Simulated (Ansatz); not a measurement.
Here is the system:

End structure of the (22-43) surface of hcp Cd in its 1x1 cell, outermost plane spacing 0.35 Å in the ideal cut:

```
CELL_PARAMETERS angstrom
      5.25683     0.00000     0.00000
      2.62841    12.29882     0.00000
      0.00000     0.00000    26.00000
ATOMIC_POSITIONS crystal
  Cd 0.54694 0.79677 0.32024
  Cd 0.06181 0.11953 0.34757
  Cd 0.13405 0.34463 0.33924
  Cd 0.81662 0.56344 0.32527
  Cd 0.98766 0.89207 0.34906
  Cd 0.53756 0.18019 0.40127
  Cd 0.59946 0.40888 0.39317
  Cd 0.26959 0.63927 0.37120
  Cd 0.45771 0.95302 0.41425
  Cd 0.99881 0.24805 0.46287
  Cd 0.07299 0.47771 0.44910
  Cd 0.76440 0.71334 0.43225
  Cd 0.92084 0.01811 0.47177
  Cd 0.46745 0.31449 0.52148
  Cd 0.53602 0.55087 0.49938
  Cd 0.22814 0.78756 0.47829
  Cd 0.39029 0.08487 0.52936
  Cd 0.92925 0.39039 0.56778
  Cd 0.00141 0.62393 0.54990
  Cd 0.69689 0.85396 0.53709
  Cd 0.86673 0.15280 0.58738
  Cd 0.36674 0.46301 0.62794
  Cd 0.45843 0.69277 0.60587
  Cd 0.17352 0.92358 0.59978
  Cd 0.33975 0.21540 0.65175
  Cd 0.83917 0.54158 0.67474
  Cd 0.92668 0.76055 0.65886
  Cd 0.63553 0.98712 0.65132
  Cd 0.80512 0.30963 0.68183
```

Set-up: 29 atoms, 9.9 Å thick at the start (thin: gaps and levels are the slab's own); mesh 8x3x1; 0.1 eV smearing; dipole correction on; single point; no symmetry held, on the structure that PBE left; no spin, no spin-orbit, no U.

Question: Estimate the work function of the top face that r2SCAN, at the PBE geometry run with Ansatz (a quantum-chemistry and plane-wave program) returns for this input.

Answer: 4.11 eV
